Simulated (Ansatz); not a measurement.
The parent structure is GaAs in the zinc blende structure (space group F-43m, No. 216).

```yaml
crystal:
  lattice:
    - [0.00000, 2.83335, 2.83335]
    - [2.83335, 0.00000, 2.83335]
    - [2.83335, 2.83335, 0.00000]
  atoms:
    - { symbol: Ga, position: [0.00000, 0.00000, 0.00000] }
    - { symbol: As, position: [0.25000, 0.25000, 0.25000] }
```

The values are results of r2SCAN (Ansatz, a first-principles code), without spin-orbit coupling, not measurements.

Strains are applied to the cell and any free atomic positions relax.

One change was made to it. Results:

```tsv
quantity	base	after
width of the top valence band	3.40 eV	3.00 eV
valley order (the lowest conduction-band minima on the path, energy above the VBM, named in the base's zone)	Γ 0.96 eV; L along ⟨111⟩ 1.35 eV; a point along ⟨100⟩, about 1.0 Å⁻¹ from Γ 1.72 eV	Γ 0.27 eV; L along ⟨111⟩ 1.09 eV; a point along ⟨100⟩, about 1.0 Å⁻¹ from Γ 1.81 eV
```

### Question
Which change produced these results?
A) isotropic strain +2.00 %
B) isotropic strain +0.50 %
C) isotropic strain +3.00 %

### Answer
C, isotropic strain +3.00 %. For comparison, the valley order in the other runs: isotropic strain +2.00 % gives Γ 0.49 eV; L along ⟨111⟩ 1.17 eV; a point along ⟨100⟩, about 1.0 Å⁻¹ from Γ 1.79 eV; isotropic strain +0.50 % gives Γ 0.84 eV; L along ⟨111⟩ 1.31 eV; a point along ⟨100⟩, about 1.0 Å⁻¹ from Γ 1.74 eV.

The levels and masses belong to the bands next to the band gap. No phonon test of stability was made.
